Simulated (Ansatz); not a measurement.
Worked example: self-consistent single point of HfB (P6/mmm, 6 atoms in the cell) in Ansatz (an electronic-structure program).

Method: PBE, norm-conserving files (source: ansatz) (plane waves; Ansatz).

```
HfB
1.0
    6.12762     0.00000     0.00000
   -3.06381     5.30668     0.00000
    0.00000     0.00000     4.94446
Hf B
3 3
Direct
  0.50000   0.00000   0.00000
  0.50000   0.50000   0.00000
  0.00000   0.50000   0.00000
  0.00000   0.00000   0.00000
  0.33333   0.66667   0.50000
  0.66667   0.33333   0.50000
```

Reference input (self-consistent single point, DFT, PBE, plane waves, default PAW files): kpoints.mp_grid.grid = 5 5 6; hamiltonian.xc = pbe; hamiltonian.pseudopotentials = {kind: paw} (the program's default PAW files); scf.occupations.method = methfessel_paxton; scf.occupations.width = 0.136 eV. This run's input differs from it in these lines:

Ansatz 0.2 input:
```diff
@@ -16,3 +16,3 @@
   xc: pbe
-  pseudopotentials: { kind: paw }
+  pseudopotentials: { kind: nc, source: ansatz }
 scf:
```

The program printed (abridged):

```
SCF iter   1: F=—  HF=-21952.378348 eV  |F-HF|=—  |Δ(HF+E_count)|=         —  Δρ=3.47e-2  dr2=2.71e0  ethr=3.10e-3  ⟨swp⟩=6.8  Hψ=3706  notcnv=0
all-band conjugate gradients solve this SCF's bands
preconditioner: auto → LDOS
SCF iter   2: F=—  HF=-21951.736524 eV  |F-HF|=—  |Δ(HF+E_count)|=   6.42e-1  S|Δr|=    0.00e0  Δρ=1.08e-2  dr2=2.72e-1  ethr=3.10e-3  ⟨swp⟩=3.2  Hψ=1529  notcnv=0  defer=40
   [... lines left out ...]
SCF iter   6: F=—  HF=-21951.723197 eV  |F-HF|=—  |Δ(HF+E_count)|=   5.08e-4  S|Δr|=    0.00e0  Δρ=5.33e-5  dr2=3.47e-6  ethr=2.37e-8  ⟨swp⟩=2.0  Hψ=1950  notcnv=0  defer=40
SCF iter   7: F=—  HF=-21951.723197 eV  |F-HF|=—  |Δ(HF+E_count)|=   5.85e-7  S|Δr|=    0.00e0  Δρ=1.43e-5  dr2=3.71e-7  ethr=3.98e-9  ⟨swp⟩=2.9  Hψ=1982  notcnv=0  defer=40
SCF iter   8: F=-21951.723197 eV  HF=-21951.723197 eV  |F-HF|=3.69e-9  |Δ(HF+E_count)|=   8.56e-9  S|Δr|=    0.00e0  Δρ=2.41e-6  dr2=5.58e-9  ethr=1.15e-10  ⟨swp⟩=16.9  Hψ=5608  notcnv=0
SCF 1 converged in 8 iterations: F = -21951.723197 eV  dr2 = 5.58e-9
Stability not checked (fill_not_monotonic)
Free energy (F): -21951.723197 eV
Internal energy: -21951.710016 eV  (E = F + TS)
E sigma→0 (E₀):  -21951.719901 eV
Entropy (-TS):   -0.013181 eV (-2.197 meV/atom)
Fermi energy:    8.120178 eV
--- Forces (eV/Å), atoms counted from 1 ---
  atom   1  Hf    -0.00000000    -0.00000000     0.00000000
   [... zero for the other atoms too ...]
--- Stress (GPa, compression-positive) ---
      -15.326567      -0.000000       0.000000
       -0.000000     -15.326567       0.000000
        0.000000       0.000000     -26.582342
  P = ⅓ Tr σ = -19.0785 GPa (-190.785 kbar)
  The stress holds the Pulay correction. Without it, at fixed plane waves, as pw.x and ABINIT print it: P = -19.1049 GPa
```

The run converged in 8 iterations. Against the reference run the pressure moves little (-19.12 to -19.08 GPa). The full log also holds: “WARN basis.ecutwfc = 1143 eV, the default”.

The starting cell was generated: these elements placed on a structure prototype, without a prior relaxation; it need not be a known phase or ordering of this composition. Spin-orbit coupling is off. With a pressure of about -19 GPa the cell is away from its equilibrium volume at this level. Ansatz's pressure includes its estimate of the finite-basis (Pulay) stress.
